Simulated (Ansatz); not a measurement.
Consider CdS in the wurtzite structure (space group P6_3mc, No. 186; a = 4.196 Å, c = 6.830 Å). Axes: x lies along a and z along c of the hexagonal cell.

The values are results of plane-wave PAW DFT at the PBE level (Ansatz, a first-principles code, 420 eV), no spin-orbit coupling, not measurements.

Base values:

| Item | Value |
|---|---|
| Shortest interatomic distance | 2.565 Å |

One thing is altered: uniaxial strain ε_zz = −1.20 %, all other strain components held at zero; the atoms relax in the strained cell.

Task: What does the calculation give for the stress after the change?

Result: The stress (xx, yy, zz, yz, xz, xy; compression positive) comes out as (0.47, 0.47, 1.04, 0.00, 0.00, 0.00) GPa.

Task: Estimate the effect on the shortest interatomic distance.

Result: The shortest interatomic distance shrinks by 0.009 Å to 2.556 Å.

Stability against distortions was not tested.
